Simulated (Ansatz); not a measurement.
Consider KTaO3 in the cubic perovskite structure (space group Pm-3m, No. 221; a = 4.024 Å).

The change: hydrostatic tension (pressure −1 GPa).

Levels (all Ansatz, an electronic-structure program, PAW): PBE (420 eV, no SOC); r2SCAN (500 eV, spin-orbit coupling left out); HSE06 (420 eV, no spin-orbit coupling); PBE+SOC (420 eV, noncollinear with spin-orbit coupling).

At the geometry relaxed with PBE, these levels gave the following band gaps, in shuffled order: (a) 2.01 eV, (b) 2.54 eV, (c) 3.49 eV, (d) 2.15 eV.

Q: Match each gap to its level.

A: (a) PBE+SOC; (b) r2SCAN; (c) HSE06; (d) PBE.

Single points use the geometry relaxed with PBE. The hybrid gap comes from the SCF mesh plus the semilocal run's edge points and a few special points and is an upper bound. Differences between runs with and without spin-orbit coupling are approximate. With Ta present, leaving out spin-orbit coupling can change the band edges. Load acts through the strain it causes; cell and atoms are relaxed under it. Whether these cells are dynamically stable was not tested.
